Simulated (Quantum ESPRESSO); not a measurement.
Worked example: self-consistent single point of FeNi3 (Pm-3m, 4 atoms in the cell) in Quantum ESPRESSO.

Computed with PBEsol, PSlibrary ultrasoft (PBE) pseudopotentials (plane waves; Quantum ESPRESSO).

```
CELL_PARAMETERS angstrom
      3.58975     0.00000     0.00000
      0.00000     3.58975     0.00000
      0.00000     0.00000     3.58975
ATOMIC_POSITIONS crystal
  Fe 0.00000 0.00000 0.00000
  Ni 0.00000 0.50000 0.50000
  Ni 0.50000 0.00000 0.50000
  Ni 0.50000 0.50000 0.00000
```
Moments meant for the start (each program seeds them in its own way; μB, in the order of the atoms Fe Ni Ni Ni): 4.0 2.0 2.0 2.0.

Reference input (self-consistent single point, DFT, PBE, plane waves, PSlibrary ultrasoft (PBE) pseudopotentials): ecutwfc = 55 Ry; ecutrho = 330 Ry; occupations = smearing; smearing = fermi-dirac; degauss = 0.0073499 Ry; nspin = 2; potentials = {Fe: Fe.pbe-n-rrkjus_psl.1.0.0.UPF, Ni: Ni.pbe-n-rrkjus_psl.1.0.0.UPF}; K_POINTS = automatic 9 9 9 0 0 0; conv_thr = 1e-09 Ry; mixing_beta = 0.3. This run's input differs from it in these lines:

```diff
@@ -21,2 +21,3 @@
    starting_magnetization(2) = 0.200,
+   input_dft = 'pbesol',
 /
```

The program printed (abridged):

```
     Self-consistent Calculation

     iteration #  1     ecut=    55.00 Ry     beta= 0.30

     total energy              =    -360.30397238 Ry
     estimated scf accuracy    <       2.64633351 Ry

     total magnetization       =     4.93 Bohr mag/cell
     absolute magnetization    =     4.96 Bohr mag/cell

     iteration #  2     ecut=    55.00 Ry     beta= 0.30

     total energy              =    -360.81137579 Ry
     estimated scf accuracy    <      18.11184262 Ry

     total magnetization       =     5.38 Bohr mag/cell
     absolute magnetization    =     5.38 Bohr mag/cell

     iteration #  3     ecut=    55.00 Ry     beta= 0.30

   [... lines left out ...]

     iteration # 23     ecut=    55.00 Ry     beta= 0.30

     total energy              =    -361.45522630 Ry
     estimated scf accuracy    <          2.8E-09 Ry

     total magnetization       =     4.83 Bohr mag/cell
     absolute magnetization    =     5.28 Bohr mag/cell

     iteration # 24     ecut=    55.00 Ry     beta= 0.30

     Magnetic moment per site  (integrated on atomic sphere of radius R)
     atom   1 (R=0.292)  charge=  6.4532  magn=  2.9411
     atom   2 (R=0.292)  charge=  8.7879  magn=  0.6743
     atom   3 (R=0.292)  charge=  8.7879  magn=  0.6743
     atom   4 (R=0.292)  charge=  8.7879  magn=  0.6743
     End of self-consistent calculation

     the Fermi energy is    12.7646 ev

!    total energy              =    -361.45522630 Ry
     estimated scf accuracy    <          1.6E-10 Ry
     smearing contrib. (-TS)   =      -0.00829671 Ry
     internal energy E=F+TS    =    -361.44692960 Ry

     total magnetization       =     4.83 Bohr mag/cell
     absolute magnetization    =     5.28 Bohr mag/cell

     convergence has been achieved in  24 iterations

     Forces acting on atoms (cartesian axes, Ry/au):

     atom    1 type  1   force =     0.00000000    0.00000000    0.00000000
   [... zero for the other atoms too ...]

     Total force =     0.000000     Total SCF correction =     0.000000

          total   stress  (Ry/bohr**3)                   (kbar)     P=     -156.61
  -0.00106462   0.00000000   0.00000000         -156.61        0.00        0.00
   0.00000000  -0.00106462   0.00000000            0.00     -156.61        0.00
   0.00000000   0.00000000  -0.00106462            0.00        0.00     -156.61

   JOB DONE.
```

The run converged in 24 iterations. Against the reference run the pressure goes from -6.51 to -15.66 GPa and the size of the net moment stays at 1.21 μB/atom.

The starting cell comes from a database of computed structures (which also holds hypothetical and non-ambient phases and stackings), without a prior relaxation at this level. Its lattice was rescaled by a random factor within 2.5 % of one. The magnetic order is the one reached from the typed start; others were not searched systematically. With a pressure of about -16 GPa the cell is away from its equilibrium volume at this level.

Cost on one core of a shared machine: roughly 2 min.
